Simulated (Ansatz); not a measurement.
Functionals compared on the (210) surface of bcc K in its 1x1 cell, outermost plane spacing 1.18 Å in the ideal cut, in Ansatz (plane waves, PAW). The structure was relaxed with PBE; the other rows are single points on it, each with its references at the same level. Cutoff 420 eV (500 eV for r2SCAN).

Model: 10-atom slab, 10.6 Å thick at the start, 7x4x1 mesh, Fermi-Dirac 0.1 eV, dipole correction, all atoms relaxed; symmetry of the start imposed; no spin, no spin-orbit, no U. These notes are the PBE run's.

```json
[
 {"functional": "PBE", "surface energy (J/m²)": "0.12", "work function of the top face (eV)": "2.30", "rough cost of the single point": "–"},
 {"functional": "LDA", "surface energy (J/m²)": "0.14", "work function of the top face (eV)": "2.43", "rough cost of the single point": "around 70 core-seconds (rough)"},
 {"functional": "PBEsol", "surface energy (J/m²)": "0.13", "work function of the top face (eV)": "2.31", "rough cost of the single point": "roughly 80 core-seconds"},
 {"functional": "RPBE", "surface energy (J/m²)": "0.10", "work function of the top face (eV)": "2.23", "rough cost of the single point": "roughly 90 core-seconds"},
 {"functional": "r2SCAN", "surface energy (J/m²)": "0.13", "work function of the top face (eV)": "2.27", "rough cost of the single point": "roughly 2.7 core-minutes"}
]
```

Ansatz is a first-principles code.
